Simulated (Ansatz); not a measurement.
The reference is Nb in the bcc (W type) structure (space group Im-3m, No. 229; a = 3.2484 Å; relaxed with 0.1 eV smearing).

Level of theory: LDA in Ansatz (plane waves to 420 eV, PAW, without spin-orbit coupling).

Strains are applied to the cell and any free atomic positions relax.

One change was made to it. Results:

| quantity | base | after |
|---|---|---|
| energy relative to the base (free energy F) | 0 meV/atom | +9.4 meV/atom |
| pressure | 0.0 GPa | 6.0 GPa |

Name the change that was made.
A. isotropic strain −2.50 %
B. isotropic strain −0.50 %
C. isotropic strain −1.00 %
D. isotropic strain −1.50 %
E. isotropic strain +1.50 %

C, isotropic strain −1.00 %. For comparison, the energy relative to the base in the other runs: isotropic strain −0.50 % gives +2.3 meV/atom; isotropic strain −1.50 % gives +21 meV/atom; isotropic strain +1.50 % gives +20 meV/atom; isotropic strain −2.50 % gives +61 meV/atom.

No phonon test of stability was made. The final runs are not spin-polarised.

Ansatz is a first-principles code.
